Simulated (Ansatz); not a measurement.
Partial pair distribution functions of a relaxed model of amorphous Ta8Si10O40, broadened by 0.06 Å; density 4.76 g/cm³. Method: PBE, scalar-relativistic without spin-orbit coupling (plane waves to 420 eV, PAW; Ansatz, an electronic-structure program).

The cell was made by melting and quenching with the CHGNet potential and then relaxed with DFT. O atoms were pushed apart under 1.9 Å during the dynamics, to hinder bonds among them. The hot cell started wider than the set density and was brought back towards it in steps. It is the lowest in DFT energy of 2 quenches. It is a model cell: composition and starting density were chosen by hand, and all elements were melted together. No dispersion term was used. Its density started from a set value of 4.76 and ended at 4.76 g/cm³. The simulated quench (nominally 1400 K/ps over its main leg) is rapid and tends to freeze in more defects than a deposited or slowly cooled glass has. One small periodic cell is one sample of the glass; other quenches scatter about these values. The volume was held where the preparation left it and the shape relaxed, at a PBE pressure of 0.2 GPa.

```csv
r (Å),g Ta-O,g Si-O,g Ta-Ta,g Si-Si
1.40,0.00,0.02,0.00,0.00
1.50,0.00,1.75,0.00,0.00
1.60,0.00,13.72,0.00,0.00
1.70,0.18,8.62,0.00,0.00
1.80,3.28,0.52,0.00,0.00
1.90,8.58,0.00,0.00,0.00
2.00,6.81,0.00,0.00,0.00
2.10,2.32,0.00,0.00,0.00
2.20,0.66,0.00,0.00,0.00
2.30,0.29,0.00,0.00,0.00
2.40,0.32,0.00,0.00,0.00
2.50,0.31,0.00,0.00,0.00
2.60,0.03,0.00,0.00,0.08
2.70,0.06,0.01,0.00,0.96
2.80,0.17,0.10,0.00,1.08
2.90,0.03,0.11,0.00,2.74
3.00,0.09,0.27,0.00,3.74
3.10,0.14,0.67,0.00,4.90
3.20,0.25,0.81,0.00,2.12
3.30,0.35,0.88,0.31,0.28
3.40,0.33,1.34,2.23,0.00
3.50,0.55,0.94,2.18,0.00
3.60,1.06,1.23,1.07,0.00
3.70,1.04,1.36,3.65,0.00
3.80,0.98,1.08,4.30,0.00
3.90,1.31,1.22,3.48,0.02
4.00,1.24,1.53,0.71,0.51
4.10,1.17,1.92,0.27,1.77
4.20,1.12,1.75,0.77,1.24
4.30,1.81,1.52,0.20,0.56
4.40,2.06,1.02,0.59,1.28
4.50,1.67,0.65,0.40,1.05
4.60,1.39,0.81,0.32,0.80
```

Within 2.60 Å each Ta has 5.38 O neighbours on average.
